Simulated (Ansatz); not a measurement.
Take WC (space group P-6m2, No. 187; a = 2.899 Å, c = 2.827 Å; relaxed with 0.1 eV smearing) as the base. Axes: x lies along a and z along c of the hexagonal cell.

Method: PBEsol (Ansatz, a program for electronic structure), no SOC.

The change: an isotropic linear strain of −1.00 %, atoms relaxed at fixed cell.

### Question
Predict the stress tensor and what it implies for the stiffness.

### Answer
Stress of the strained cell less that of the base (GPa, compression positive):
```
   12.5     0.0     0.0
    0.0    12.5     0.0
    0.0     0.0    14.6
```

Then B = −ΔP/(ΔV/V₀) with ΔV/V₀ = -0.0297 gives secant stiffness values (nonlinear terms included at this strain): B (at held cell shape, above the free-shape value) ≈ 443 GPa.

As a check, the harmonic strain energy −½ V₀ Δσ:ε is 13 meV/atom; the computed energy rise is 12 meV/atom.

Whether these cells are dynamically stable was not tested. All final runs are without spin polarisation.
